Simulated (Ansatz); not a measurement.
# How far PBE and r2SCAN part for MnSi, pressure 15 GPa

Start from MnSi (space group P2_13, No. 198; a = 4.518 Å; ferromagnetic).

(Cell as relaxed with PBE.)

Levels (all Ansatz, a first-principles code, PAW): PBE (420 eV, no SOC); r2SCAN (500 eV, spin-orbit coupling left out).

Each level relaxes its own structure.

```csv
base,PBE,r2SCAN
volume per atom,11.53 Å³,11.83 Å³
lattice parameter a,4.518 Å,4.557 Å
band gap,zero,zero
largest site moment,0.98 μB,2.19 μB
```

It is then changed as follows: a hydrostatic pressure of 15 GPa.

```
quantity                                 PBE  r2SCAN
-----------------------------  -------------  ------
largest site moment                  0.87 μB     ___
magnetic state                 ferromagnetic     ___
shortest interatomic distance        2.239 Å     ___
```

What does r2SCAN give?


- largest site moment, r2SCAN: 2.01 μB
- magnetic state, r2SCAN: ferromagnetic
- shortest interatomic distance, r2SCAN: 2.270 Å

PBE's largest site moment lies 1.14 μB below r2SCAN's; PBE's shortest interatomic distance lies 0.031 Å below r2SCAN's (1.4 %); the two agree on the magnetic state. Neither level is exact; r2SCAN is the comparison here, not a measurement.

The magnetic state is the one reached from the starting moments; the real material's order can differ, and small cells can't hold many antiferromagnetic ones. Load acts through the strain it causes; cell and atoms are relaxed under it. Whether these cells are dynamically stable was not tested. Competing high-pressure phases were not computed.
